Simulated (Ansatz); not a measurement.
## CaF2, response to strain

Consider CaF$_{2}$ in the fluorite structure (space group Fm-3m, No. 225; a = 5.4391 Å). Axes: x, y, z lie along the cube axes.

Strains are applied to the cell and any free atomic positions relax; under biaxial strain the out-of-plane vector relaxes too.

Level of theory: plane-wave PAW DFT at the r2SCAN level (Ansatz, a program for electronic structure, 500 eV), no spin-orbit coupling.

Candidates:
(a) strain tensor (xx, yy, zz, yz, xz, xy) = (+1.10, +1.52, −1.26, −0.77, −1.47, −1.22) %
(b) isotropic strain −5.95 %
(c) biaxial strain −0.29 %, plane normal [001], relaxed out of plane

For the base:

The smallest direct gap is 8.29 eV.

Question: Order them by smallest direct gap, lowest first.

Answer: (a) strain tensor (xx, yy, zz, yz, xz, xy) = (+1.10, +1.52, −1.26, −0.77, −1.47, −1.22) % (8.08 eV), (c) biaxial strain −0.29 %, plane normal [001], relaxed out of plane (8.31 eV), (b) isotropic strain −5.95 % (9.29 eV)

Stability against distortions was not tested.
